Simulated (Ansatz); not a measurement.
Structures of equal composition on the (111) surface of fcc Ir: a layer of Fe in place of the second plane; a layer of Fe in place of the third plane. The slabs share one bottom face, and each structure is named by its start. These are constructed structures in small cells; real faces may alloy, dewet or reconstruct in larger ones, and not all known structures of the face are among them. Slabs of about 11 Å, Fermi-Dirac smearing of 0.1 eV. Bottom of the slabs: a bare face, its two planes held. Relaxed from the named starts with such symmetry as they have, on meshes of like density; energies extrapolated to zero smearing; spin only where a row says so; no spin-orbit coupling, no U. Brackets mark spin-polarised runs, whose order is one that fits the cell.

Calculation: PBE (plane waves to 420 eV, PAW; Ansatz, a program for electronic structure).

Q: Rank these by energy per 1x1 cell (lowest first), as PBE gives it.

A: a layer of Fe in place of the second plane (0.000 eV [spin, 2.9 μB a cell]), a layer of Fe in place of the third plane (0.293 eV [spin, 2.2 μB a cell])
